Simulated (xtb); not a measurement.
xtb 6.7.1, GFN2-xTB: Mo(NH)(S)(F)(OSiH3) ([NH]=[Mo]([F])(=[S])[O][SiH3]), 10 atoms. The geometry is a generated start, not checked to be a minimum at this level.

| Item | Result |
|---|---|
| run flags | --grad |
| method | GFN2-xTB |
| --acc | 1 (default) |
| --etemp (K) | 300 (default) |
| basis functions | 46 |
| valence electrons | 38 |

```xyz
10

Mo    -0.7503    -0.0581     1.1706
N     -1.5405    -1.5662     0.8798
H     -1.9448    -2.4915     0.7814
S      0.6374    -0.3555     2.7904
F     -1.9237     1.1691     1.7730
O      0.2407     0.4303    -0.2200
Si     1.1552     0.6726    -1.5530
H      0.4666    -0.0209    -2.6531
H      2.4646     0.0940    -1.2159
H      1.1947     2.1261    -1.7532
```

Charge 0 and multiplicity 1 are set for this test and not shown to be the ground state.

One run each on 1 thread. Values of broydamp tried: 0.02, 0.05, 0.1, 0.2, 0.4 (default), 0.6, 0.8, 1.

### Question
Which value of broydamp needs the fewest SCC iterations, and what happens away from it?

### Answer
Fewest SCC iterations, within one of each other: 0.2 with 19, 0.4 (default) with 18, 0.6 with 19, 1 with 19. The count rises to 28 at 0.02. All converge to one solution.

| broydamp | SCC iterations | end |
|---|---|---|
| 0.02 | 28 | same solution |
| 0.05 | 23 | same solution |
| 0.1 | 21 | same solution |
| 0.2 | 19 | same solution |
| 0.4 (default) | 18 | same solution |
| 0.6 | 19 | same solution |
| 0.8 | 20 | same solution |
| 1 | 19 | same solution |
